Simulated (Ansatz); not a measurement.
Take SrTiO₃ in the cubic perovskite structure (space group Pm-3m, No. 221; a = 3.907 Å) as the base.

Structures relaxed with DFT with r2SCAN, PAW potentials and a 500 eV plane-wave cutoff in Ansatz (a first-principles code), no spin-orbit coupling.

Base:

Simulated powder pattern, Cu Kα1, λ = 1.54056 Å (kinematic, ideal powder, no thermal factors, no anomalous dispersion; the 8 strongest lines at most, above 2 %, up to 2θ = 90°):

```csv
2θ (°),I/Imax (%),hkl
32.38,100,(110)
39.93,21,(111)
46.45,41,(200)
57.75,37,(211)
67.79,23,(220)
77.14,16,(310)
81.67,6.3,(311)
86.15,7.7,(222)
```

Modification: cell and atoms relaxed at a pressure of 7.5 GPa.

How do the reflections move or split?


Simulated powder pattern, Cu Kα1, λ = 1.54056 Å (kinematic, ideal powder, no thermal factors, no anomalous dispersion; the 8 strongest lines at most, above 2 %, up to 2θ = 90°):

| 2θ (°) | d (Å) | I/Imax (%) | hkl |
|---|---|---|---|
| 32.79 | 2.729 | 100 | (110) |
| 40.45 | 2.228 | 21 | (111) |
| 47.05 | 1.930 | 41 | (200) |
| 58.53 | 1.576 | 37 | (211) |
| 68.73 | 1.365 | 23 | (220) |
| 78.26 | 1.221 | 16 | (310) |
| 82.89 | 1.164 | 6.3 | (311) |
| 87.47 | 1.114 | 7.7 | (222) |

The indices refer to the base's conventional cell; one index is shown for lines that coincide.

Load acts through the strain it causes; cell and atoms are relaxed under it. No phonon test of stability was made. No other phases were tried under pressure. All final runs are without spin polarisation. Many cubic perovskites are stable only at high temperature; tilts and polar distortions were not tested.
